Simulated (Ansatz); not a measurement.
Start from SiO2 (space group P3_221, No. 154; a = 4.866 Å, c = 5.365 Å). Axes: x lies along a and z along c of the hexagonal cell.

The values are results of Kohn–Sham DFT with the LDA functional, run in Ansatz (a quantum-chemistry and plane-wave program) with PAW and 420 eV plane waves, no spin-orbit coupling, not measurements.

Strains are applied to the cell and any free atomic positions relax.

One change was made to it. Results:

The energy increases by 0.9 meV/atom; the largest internal atomic displacement comes out as 0.027 Å; the pressure (mean of the normal stresses, compression positive) goes from zero to 0.65 GPa; the smallest direct gap goes up by 0.03 eV, from 6.12 eV to 6.15 eV.

### Question
Which of these changes matches the shifts?
A) uniaxial strain ε_zz = −0.75 %
B) uniaxial strain ε_zz = −1.50 %
C) uniaxial strain ε_zz = −2.25 %
D) uniaxial strain ε_zz = −3.00 %

### Answer
B, uniaxial strain ε_zz = −1.50 %. For comparison, the pressure in the other runs: uniaxial strain ε_zz = −0.75 % gives 0.32 GPa; uniaxial strain ε_zz = −3.00 % gives 1.39 GPa; uniaxial strain ε_zz = −2.25 % gives 1.00 GPa.

Whether these cells are dynamically stable was not tested.
